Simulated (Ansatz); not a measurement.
A working Ansatz (a first-principles code) input for InFeNi (P6_3/mmc, 6 atoms in the cell) (DFT, PBEsol, plane waves, default PAW files made with PBE):

Ansatz 0.2 input:
```yaml
# InFeNi
crystal:
  lattice:
    - [4.375340, 0.000000, 0.000000]
    - [-2.187670, 3.789156, 0.000000]
    - [0.000000, 0.000000, 5.267740]
  atoms:
    - { symbol: In, position: [0.333333, 0.666667, 0.250000] }
    - { symbol: In, position: [0.666667, 0.333333, 0.750000] }
    - { symbol: Fe, position: [0.000000, 0.000000, 0.000000], spin: 4.0 }
    - { symbol: Fe, position: [0.000000, 0.000000, 0.500000], spin: 4.0 }
    - { symbol: Ni, position: [0.333333, 0.666667, 0.750000] }
    - { symbol: Ni, position: [0.666667, 0.333333, 0.250000] }
kpoints:
  mp_grid:
    grid: [7, 7, 5]
hamiltonian:
  xc: pbesol
  pseudopotentials:
    kind: paw
magnetization:
  spin_polarized: true
scf:
  occupations:
    method: methfessel_paxton
    width: 0.136
output:
  forces: true
  eigenvalues: true
  stress: true
```

The run converged in 17 iterations: free energy E − TS (on the zero of these files) -31557.7540 eV; Fermi level (on the code's own zero) 15.62 eV; pressure -5.50 GPa; size of the cell's spin moment 6.10 μB. Each of these slips is then made, one at a time:

(1)
```diff
+  max_iter: 40
+  convergence:
+    dr2_threshold: 1.0e-22 eV
```

(2)
```diff
-    width: 0.136
+    width: 2.0
```

(3)
```diff
+  convergence:
+    dr2_threshold: 1.0e-01 eV
```

Question: What happens in each case?

Answer: 
(1) A threshold far tighter than needed, beside a limit on iterations. The run converged in 38 iterations, and against the sound input the free energy is nearly the same (within 1 meV/atom), the pressure stays at -5.50 GPa and the size of the net moment stays at 1.02 μB/atom. It cost iterations: the sound input took 17.

(2) A smearing width that is far too large. The run converged in 69 iterations without an error; against the sound input the free energy goes up by 41.8 meV/atom, the pressure goes from -5.50 to -6.85 GPa and the size of the net moment goes from 1.02 to 0.84 μB/atom.

(3) A convergence threshold that is too loose. The run converged in 11 iterations without an error; against the sound input the free energy goes up by 1.7 meV/atom, the pressure moves little (-5.50 to -5.58 GPa) and the size of the net moment moves little (1.02 to 1.01 μB/atom).

The starting cell comes from a database of computed structures (which also holds hypothetical and non-ambient phases and stackings), without a prior relaxation at this level. The magnetic order is the one reached from the typed start; others were not searched systematically. In the base run, with a pressure of about -6 GPa the cell is away from its equilibrium volume at this level. Ansatz's pressure includes its estimate of the finite-basis (Pulay) stress.

Left out of this page: 4 runs of the series outside the window shown, repeating another row's setting, or not comparable.
